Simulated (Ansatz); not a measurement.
Functionals compared on the (100) surface of fcc Pt in its 1x1 cell (the real clean face reconstructs), outermost plane spacing 1.98 Å in the ideal cut, in Ansatz (plane waves, PAW). The structure was relaxed with PBE; the other rows are single points on it, each with its references at the same level. Cutoff 420 eV (500 eV for r2SCAN).

Slab: 6 atoms, 9.9 Å thick at the start (thin: gaps and levels are the slab's own); k 13x13x1, smearing 0.1 eV, dipole-corrected; all atoms relaxed; symmetry of the start imposed; no spin, no spin-orbit, no U. These notes are the PBE run's.

```tsv
functional	surface energy (J/m²)	work function of the top face (eV)	rough cost of the single point
PBE	1.87	5.66	–
LDA	2.48	6.04	about 40 core-seconds (a rough figure)
PBEsol	2.29	5.78	very roughly 40 core-seconds
RPBE	1.61	5.49	about 40 core-seconds (a rough figure)
r2SCAN	2.10	5.73	roughly 70 core-seconds
```

Ansatz is a program for electronic structure.
